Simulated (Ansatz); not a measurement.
## Sn: uniaxial strain ε_zz = −2.50 %

The reference is Sn in the diamond structure (space group Fd-3m, No. 227; a = 6.540 Å; relaxed with 0.1 eV smearing). Axes: x, y, z lie along the cube axes.

It is then changed as follows: uniaxial strain ε_zz = −2.50 %, all other strain components held at zero, atoms relaxed at fixed cell.

Calculations: plane-wave PAW DFT at the PBEsol level (Ansatz, a quantum-chemistry and plane-wave program, 420 eV), no spin-orbit coupling. Settings: 15×15×15 k-points, 0.1 eV Fermi–Dirac smearing.

- Space group = I4_1/amd (No. 141) (base Fd-3m (No. 227))
- Shortest interatomic distance = 280.9 pm (base 283.2 pm)
- Energy relative to the base (free energy F) = +4.4 meV/atom
- Band gap = zero (base zero)
- Stress (xx, yy, zz, yz, xz, xy; compression positive) = (0.9, 0.9, 1.6, 0.0, 0.0, 0.0) GPa

Whether these cells are dynamically stable was not tested.
